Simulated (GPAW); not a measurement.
Band structure of Ag (P6_3/mmc, 4 atoms in the cell).

```
CELL_PARAMETERS angstrom
      2.88620     0.00000     0.00000
     -1.44310     2.49952     0.00000
      0.00000     0.00000    10.00000
ATOMIC_POSITIONS crystal
  Ag 0.33333 0.66667 0.25000
  Ag 0.66667 0.33333 0.75000
  Ag 0.00000 0.00000 0.00000
  Ag 0.00000 0.00000 0.50000
```

Computed with LDA (Perdew-Wang 92), GPAW PAW datasets LDA (gpaw-data 1.0.1) (plane waves; GPAW 25.7.0).

Settings: mode = pw; ecut = 600 eV; xc = LDA; kpts = 12 12 3; mesh shift (steps) = 0 0 0; occupations.name = methfessel-paxton; occupations.width = 0.272 eV; occupations.order = 1; nbands = -12; convergence.density = 1e-05 e/electron; convergence.energy = 1e-05 eV/electron; symmetry.symmorphic = false; symmetry.tolerance = 0.0005; maxiter = 120.

The starting cell comes from a database of published, mostly measured structures (it also holds non-ambient and calculated ones), without a prior relaxation at this level.

Levels in eV from the Fermi level, bands 31 to 38:
| point | 31 | 32 | 33 | 34 | 35 | 36 | 37 | 38 |
|---|---|---|---|---|---|---|---|---|
| Γ | -3.32 | -3.21 | -3.21 | -2.89 | -2.89 | -0.64 | 2.56 | 9.53 |
| M | -2.62 | -2.58 | 0.05 | 0.85 | 1.16 | 1.66 | 4.21 | 4.24 |
| K | -3.02 | -2.90 | 3.37 | 3.42 | 3.42 | 4.24 | 4.83 | 4.83 |
| A | -3.00 | -3.00 | -3.00 | -3.00 | -2.56 | -2.56 | 5.25 | 5.25 |
| L | -2.59 | -2.59 | 0.43 | 0.43 | 1.50 | 1.50 | 4.53 | 4.53 |
| H | -2.92 | -2.92 | 3.67 | 3.67 | 3.75 | 3.75 | 3.99 | 3.99 |

Bands cross the Fermi level along this path, so the cell is metallic at this level.
